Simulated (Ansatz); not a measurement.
Ansatz (a first-principles code), DFT, PBE, plane waves, its default PAW files: a series of growing systems, each on 16 threads. The k mesh and basis are held over the series and aren't claimed converged, least of all for the small cells.

```yaml
task: single point
k mesh: 1×1×1
hamiltonian.xc: pbe
kind_of_files: paw
scf.occupations.method: fermi_dirac
scf.occupations.width: 0.1 eV
output.forces: true
memory maximum (--max-ram): 200GiB
accuracy: medium (default)
basis.precision: auto (default)
basis.xc_grid: 2 (default)
scf.eigensolver.kind: auto (default)
scf.mixing.algorithm: auto (default)
scf.mixing.preconditioner: auto (default)
scf.lower_state_search: light (default)
```

It runs on a single node (AMD EPYC (Zen 5), 96 cores on 1 socket, no SMT, 12 L3 cache groups).

Times are wall-clock medians of two to five runs, from launch to exit, with nothing else on the machine. Unless noted, each process is bound to its own block of adjacent cores. The times hold for this build (release build for x86-64 with AVX-512, one process with threads). Scratch files lie in a memory file system.

Measured:

```
system                                    bands at the start  electrons  plane waves at Γ  SCF iterations  wall time  peak memory
----------------------------------------  ------------------  ---------  ----------------  --------------  ---------  -----------
bcc W, atoms displaced (W16), 16 atoms                   135        224              4945               6    0.282 s     0.49 GiB
bcc W, atoms displaced (W54), 54 atoms                   454        756             16831               6     1.09 s      1.5 GiB
bcc W, atoms displaced (W128), 128 atoms                1076       1792             39607               6     6.95 s      4.9 GiB
```

Still to run:

```tsv
system	bands at the start	electrons	plane waves at Γ
bcc W, atoms displaced (W250), 250 atoms	2100	3500	77605
bcc W, atoms displaced (W432), 432 atoms	3629	6048	133819
```

### Question
Estimate time and memory of the remaining systems.

### Answer
The two largest measured give a power of ln(6.95/1.09) / ln(128/54) = 2.15 in the count of atoms; the table sets what it predicts beside the runs.

```tsv
system	time by that power	SCF iterations	wall time	peak memory
bcc W, atoms displaced (W250), 250 atoms	29 s	7	33.8 s	15 GiB
bcc W, atoms displaced (W432), 432 atoms	95 s	7	141 s	36 GiB
```

From the smallest system to the largest the time grows as the power 1.9 of the count of atoms; from step to step the powers are 1.1, 2.1, 2.4, 2.6. The largest part is band solves (diag) (34 %) in the smallest system and still the same (89 %) in the largest.

Keys are those of Ansatz 0.2.
